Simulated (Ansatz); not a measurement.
**Zr, response to strain**

The reference is Zr in the hcp (Mg type) structure (space group P6_3/mmc, No. 194; relaxed with 0.1 eV smearing).

```yaml
crystal:
  lattice:
    - [3.24436, 0.00000, 0.00000]
    - [-1.62218, 2.80969, 0.00000]
    - [0.00000, 0.00000, 5.15838]
  atoms:
    - { symbol: Zr, position: [0.33333, 0.66667, 0.75000] }
    - { symbol: Zr, position: [0.66667, 0.33333, 0.25000] }
```

Cartesian axes are those of the cell as printed.

Strains are applied to the cell and any free atomic positions relax; under biaxial strain the out-of-plane vector relaxes too; under stress the whole cell relaxes.

The values are results of Kohn–Sham DFT with the r2SCAN functional, run in Ansatz (a program for electronic structure) with PAW and 500 eV plane waves, no spin-orbit coupling, earlier PAW set, not measurements.

Notes on the quantities. pressure: mean of the normal stresses, compression positive.

| case | pressure | shortest interatomic distance |
|---|---|---|
| base | 0.0 GPa | 318.8 pm |
| biaxial strain −2.39 %, plane normal [001], relaxed out of plane | 2.7 GPa | 316.7 pm |
| biaxial strain −0.35 %, plane normal [001], relaxed out of plane | 0.4 GPa | 318.9 pm |
| biaxial strain +0.84 %, plane normal [001], relaxed out of plane | -0.9 GPa | 318.4 pm |
| biaxial strain +1.13 %, plane normal [001], relaxed out of plane | -1.3 GPa | 318.3 pm |
| biaxial strain +4.98 %, plane normal [001], relaxed out of plane | -4.9 GPa | 317.1 pm |
| isotropic strain +5.33 % | -11.4 GPa | 335.8 pm |
| uniaxial strain ε_xx = −0.25 % | 0.2 GPa | 318.4 pm |
| tensor shear ε_yz = −0.96 % | 0.0 GPa | 315.9 pm |
| uniaxial stress, 3 GPa compression along x | – | 315.8 pm |

Stability under load was not tested beyond the relaxation. The final runs are not spin-polarised.
